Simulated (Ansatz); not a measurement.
The reference is CdGeAs₂ in the chalcopyrite structure (space group I-42d, No. 122).

```xyz
8
Lattice="-3.0237 3.0237 5.7449 3.0237 -3.0237 5.7449 3.0237 3.0237 -5.7449" Properties=species:S:1:pos:R:3 pbc="T T T"
Cd     0.0000     3.0237     2.8724
Cd     0.0000     0.0000     0.0000
Ge     3.0237     0.0000     2.8724
Ge     0.0000     0.0000     5.7449
As     1.5118     1.6734    -1.4362
As     1.5118     1.3502     4.3086
As     4.3739     1.5118     1.4362
As    -1.3502     1.5118     7.1811
```

Cartesian axes are those of the cell as printed.

Method: PBE/PAW in Ansatz (a first-principles code), no spin-orbit coupling.

Before the change:

```
Quantity                           Value
-----------------------------  ---------
Shortest interatomic distance    2.484 Å
Pressure                       -0.01 GPa
```

The change: compressive biaxial strain of 0.49 % in the plane normal to [001], as in epitaxy on a mismatched substrate; the out-of-plane cell vector and the atoms relax.

Task: Estimate the effect on the out-of-plane strain.

Result: The out-of-plane strain is +0.55 %.

Task: Predict the new shortest interatomic distance.

Result: The shortest interatomic distance falls by 0.002 Å, from 2.484 Å to 2.482 Å.

Task: What does the calculation give for the pressure after the change?

Result: The pressure (mean of the normal stresses, compression positive) goes up by 0.242 GPa (-0.01 GPa → 0.24 GPa).

No phonon test of stability was made.
